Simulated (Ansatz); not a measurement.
Base system: GaN in the zinc blende structure (space group F-43m, No. 216; a = 4.498 Å). Axes: x, y, z lie along the cube axes.

Calculations: r2SCAN (Ansatz, a quantum-chemistry and plane-wave program, PAW, spin-orbit coupling left out).

Perturbation: the cell is scaled by 0.9710 in all directions, atoms relaxed at fixed cell.

Problem. Predict the stress tensor and what it implies for the stiffness.

Solution. Stress of the strained cell less that of the base (GPa, compression positive):
```
  20.97    0.00    0.00
   0.00   20.97    0.00
   0.00    0.00   20.97
```

Then B = −ΔP/(ΔV/V₀) with ΔV/V₀ = -0.0845 gives secant stiffness values (nonlinear terms included at this strain): B ≈ 248 GPa.

As a check, the harmonic strain energy −½ V₀ Δσ:ε is 65 meV/atom; the computed energy rise is 58 meV/atom.

No phonon test of stability was made. This is not the structure that GaN has at room temperature and ambient pressure.
